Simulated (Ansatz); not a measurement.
**Competing hops of Zr-vacancy pair in fcc Ag, neutral cell**

System: Zr-vacancy pair (Zr on one host Ag site, one Ag site vacant) in fcc Ag (neutral cell). Calculation: PBE, PAW (plane waves to 420 eV; Ansatz, a quantum-chemistry and plane-wave program).

Settings: 32 host sites, the relaxed PBE lattice, a 2×2×2 k-point mesh shifted by half a step, smearing 0.10 eV, spin-restricted, no image-charge correction. Static, classical nuclei. Forms of the defect that were not tried may lie lower.

Barriers: single points on a 4×4×4 k-point mesh shifted by half a step at the bands' geometries (they differ from the bands' own by up to 0.35 eV, and are uncertain by about as much).

```tsv
Route	Start site over the lowest site run (eV)	Hop (Å)	Forward barrier (eV)	Backward barrier (eV)	Neighbours at the start	Neighbours at the saddle	Saddle order	Forward, on the band's own sampling (eV)
Zr and the vacancy change places (Zr-vacancy distance between ideal sites 2.93 Å throughout)	0.00	2.80	0.64	0.64	4 Ag at 2.91, 2 Ag at 2.93, 4 Ag at 2.96, Ag at 2.97 Å	4 Ag at 2.78, 4 Ag at 3.17 Å	not checked, on a symmetry element	0.99
```

Paths come from CI-NEB runs.  A band can be held on a symmetry element, so unchecked saddle points there may be too high.

The whole set of runs took very roughly 1.1 core-hours.
